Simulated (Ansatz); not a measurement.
Results of LDA (plane waves, PAW; Ansatz, a program for electronic structure) for MnHg (Pm-3m, No. 221, 2 atoms in the cell; start COD 1522376).

Settings: plane-wave cutoff 520 eV, 16×16×16 k mesh, Fermi–Dirac smearing 0.05 eV, spin-polarised with parallel moments, scalar-relativistic PAW data made under PBE.

Cell (relaxed at this level):

```
CELL_PARAMETERS angstrom
      3.17498     0.00000     0.00000
      0.00000     3.17498     0.00000
      0.00000     0.00000     3.17498
ATOMIC_POSITIONS crystal
  Mn 0.50000 0.50000 0.50000
  Hg 0.00000 0.00000 0.00000
```
Starting moments (μB, in the order of the record's atoms Mn Hg): 4.0 0.0.

Q: Predict the bulk modulus.

A: 
* **bulk modulus**: 104 GPa

The run finds no gap.

Note: the magnetic order was assumed, not searched for or taken from measurement; the bulk modulus is −V dP/dV from two relaxed cells at ±2 % in volume; the relaxation could not lower the start's symmetry, so the cell can be a saddle point above a distorted one.

Spin–orbit coupling is not included; it can shift volumes and moduli of such heavy elements.

Static lattice: no zero-point or thermal effects.
